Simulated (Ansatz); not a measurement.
We consider L1₂ (Cu3Au-type) Ni3Al, described by r²SCANh (plane waves, PAW; Ansatz, a quantum-chemistry and plane-wave program).

The input as run:

Ansatz 0.2 input:
```yaml
crystal:
  lattice:
    - [3.52504279, 0.0, 0.0]
    - [0.0, 3.52504279, 0.0]
    - [0.0, 0.0, 3.52504279]
  atoms:
    - { symbol: Al, position: [0.0, 0.0, 0.0], spin: 0.0 }
    - { symbol: Ni, position: [0.0, 0.5, 0.5], spin: 0.5 }
    - { symbol: Ni, position: [0.5, 0.0, 0.5], spin: 0.5 }
    - { symbol: Ni, position: [0.5, 0.5, 0.0], spin: 0.5 }
basis:
  ecutwfc: 520
  ecutrho_ratio: 4
  xc_grid: 3
kpoints:
  mp_grid: { grid: [8, 8, 8] }
hamiltonian:
  xc: r2scanh
  dispersion: none
  pseudopotentials: { kind: paw }
scf:
  occupations: { method: fermi_dirac, width: 0.05 }
  convergence: { dr2_threshold: 0.0000000004 }
output:
  forces: true
  stress: true
  eigenvalues: true
magnetization:
  spin_polarized: true
```

**Question.** How many irreducible k-points, plane waves at Γ does the program set up, and what pressure does the run end with?

**Answer.** 35 irreducible k-points, 1189 plane waves at Γ; P = -0.61 GPa, so the cell is stretched on average and its volume would shrink at this level.

Output (set-up and result lines):

```
WARN output.stress: scf.exx.energy_threshold = 1e-6 eV is looser than the 4e-8 eV advised for a stress under a hybrid functional (1e-8 eV for each atom of the …
Crystal: 4 atoms, lattice volume = 43.802 Å³
Basis set: ecut = 520 eV, 1189 PW (Γ), exchange–correlation on 81×81×81 points (27 copies of the dense FFT grid, shifted against one another)
Bands: 36, of which v1, the nominal top of the filled ones, is band 29 counted from 1 (28 counted from 0)
Symmetry: 48 space group operations
Space group: Pm-3m (ITA 221), of the structure as read, at distance tolerance 3.5e-5 Å
k-points: 35 of 512
Initial density: superposition of atomic densities (chi_scale 0.1, normalization cell)
Functional: x = r2scan, c = r2scan; τ floored in thin density (d = 2e-4 eV/Å³), warm-up for x = 0.9 r2scan + 0.1 exact, c = r2scan; τ floored in thin density (d = 2e-4 eV/Å³)
spin=Collinear: Kerker preconditioning applied to the charge; magnetization (m = ρ↑ − ρ↓) channel mixes plain (no charge-response kernel on spin).
SCF 1 converged in 20 iterations: F = -18077.986589 eV  dr2 = 6.42e-11
Crystal: 4 atoms, lattice volume = 43.802 Å³
Initial density: handed on by an earlier stage of this run
Functional: x = 0.9 r2scan + 0.1 exact, c = r2scan; τ floored in thin density (d = 2e-4 eV/Å³)
spin=Collinear: Kerker preconditioning applied to the charge; magnetization (m = ρ↑ − ρ↓) channel mixes plain (no charge-response kernel on spin).
Crystal: 4 atoms, lattice volume = 43.802 Å³
spin=Collinear: Kerker preconditioning applied to the charge; magnetization (m = ρ↑ − ρ↓) channel mixes plain (no charge-response kernel on spin).
Crystal: 4 atoms, lattice volume = 43.802 Å³
spin=Collinear: Kerker preconditioning applied to the charge; magnetization (m = ρ↑ − ρ↓) channel mixes plain (no charge-response kernel on spin).
SCF 4 converged in 5 iterations: F = -18074.145819 eV  dr2 = 3.23e-10
Magnetization: 1.1100 μB (29.0550 up, 27.9450 down)
Free energy (F): -18074.145819 eV
Internal energy: -18074.140322 eV  (E = F + TS)
E sigma→0 (E₀):  -18074.143070 eV
Fermi energy:    16.253313 eV
--- Forces (eV/Å), atoms counted from 1 ---
  atom   1  Al     0.00000000     0.00000000     0.00000000
  atom   2  Ni     0.00000000     0.00000000    -0.00000000
  atom   3  Ni     0.00000000    -0.00000000    -0.00000000
  atom   4  Ni     0.00000000     0.00000000     0.00000000
--- Stress (GPa, compression-positive) ---
       -0.608459       0.000000      -0.000000
        0.000000      -0.608459       0.000000
       -0.000000       0.000000      -0.608459
  P = ⅓ Tr σ = -0.6085 GPa (-6.085 kbar)
```

The cell is one volume of an energy–volume scan, off the minimum.

The PAW data were made under PBE.

Note: the run warned that the count of filled bands differs between k points. Note: moments this small hang on the smearing and the k mesh.

The result took about 8 core-minutes (a rough figure).
